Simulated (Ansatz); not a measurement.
Gap of a (12,0) blue phosphorus nanotube at several levels, all on one geometry.

Levels: PBE (plane waves to 420 eV, PAW; Ansatz, a program for electronic structure); r2SCAN (plane waves to 500 eV, PAW; Ansatz); HSE06 in Ansatz. Unmarked values and the geometry are of the first. Mesh 1×1×6. No spin polarisation. Isolated but for its images some 11 Å away. A hypothetical model, rolled from the flat sheet. Symmetry and one short period hold its shape; lower forms weren't sought. HSE06 ran on a 1×1×4 mesh and at PBE's edge points.

```csv
level,gap (eV)
PBE,1.74
r2SCAN,[?]
HSE06,2.51
```

Q: Some entries are withheld; supply them.

A: 
- r2SCAN, gap (eV): 1.99
